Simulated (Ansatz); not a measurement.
## Ti, response to strain

The parent structure is Ti in the hcp (Mg type) structure (space group P6_3/mmc, No. 194; relaxed with 0.1 eV smearing).

```yaml
crystal:
  lattice:
    - [2.86439, 0.00000, 0.00000]
    - [-1.43219, 2.48063, 0.00000]
    - [0.00000, 0.00000, 4.53728]
  atoms:
    - { symbol: Ti, position: [0.66667, 0.33333, 0.75000] }
    - { symbol: Ti, position: [0.33333, 0.66667, 0.25000] }
```

Cartesian axes are those of the cell as printed.

Strains are applied to the cell and any free atomic positions relax.

The values are results of Kohn–Sham DFT with the LDA functional, run in Ansatz (an electronic-structure program) with PAW and 420 eV plane waves, without spin-orbit coupling, not measurements.

Notes on the quantities. energy relative to the base: free energy F; pressure: mean of the normal stresses, compression positive.

```
variant                         shortest interatomic distance  energy relative to the base  pressure
------------------------------  -----------------------------  ---------------------------  --------
base                                                  2.807 Å                   0 meV/atom   0.0 GPa
uniaxial strain ε_zz = −3.00 %                        2.753 Å                +9.7 meV/atom   4.2 GPa
uniaxial strain ε_zz = −2.00 %                        2.771 Å                +4.2 meV/atom   2.7 GPa
uniaxial strain ε_zz = −1.00 %                        2.789 Å                +1.0 meV/atom   1.3 GPa
uniaxial strain ε_zz = −0.50 %                        2.798 Å                +0.3 meV/atom   0.7 GPa
uniaxial strain ε_zz = +0.50 %                        2.817 Å                +0.3 meV/atom  -0.6 GPa
uniaxial strain ε_zz = +1.00 %                        2.826 Å                +1.0 meV/atom  -1.3 GPa
uniaxial strain ε_zz = +1.50 %                        2.835 Å                +2.2 meV/atom  -1.9 GPa
uniaxial strain ε_zz = +2.50 %                        2.853 Å                +6.1 meV/atom  -3.0 GPa
uniaxial strain ε_zz = +3.00 %                        2.863 Å                +8.7 meV/atom  -3.6 GPa
```

No phonon test of stability was made. All final runs are without spin polarisation.
